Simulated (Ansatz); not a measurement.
**Element substitutions in Al**

Consider Al in the fcc (Cu type) structure (space group Fm-3m, No. 225; a = 4.014 Å).

Each row replaces one element on all its sites; cell and atoms are relaxed.

All numbers come from PBEsol in Ansatz (plane waves to 420 eV, PAW, no spin-orbit coupling).

Before the change:

| Property | Result |
|---|---|
| Volume per atom | 16.17 Å³ |

The aim is a volume per atom between 25.30 Å³ and 26.86 Å³. Which of these changes reaches it?
A. Al → Sb
B. Al → Be
C. Al → Mg

A, Al → Sb. It gives 26.21 Å³; Al → Be gives 7.80 Å³; Al → Mg gives 22.69 Å³. Changes not listed may reach it too

Stability against distortions was not tested. As relaxed here, Be is a hypothetical phase, not in the database extracts checked. For Mg in this form, whether it has been made was not checked. This is not the structure that Sb has at room temperature and ambient pressure. This is not the structure that Mg has at room temperature and ambient pressure.

Ansatz is an electronic-structure program.
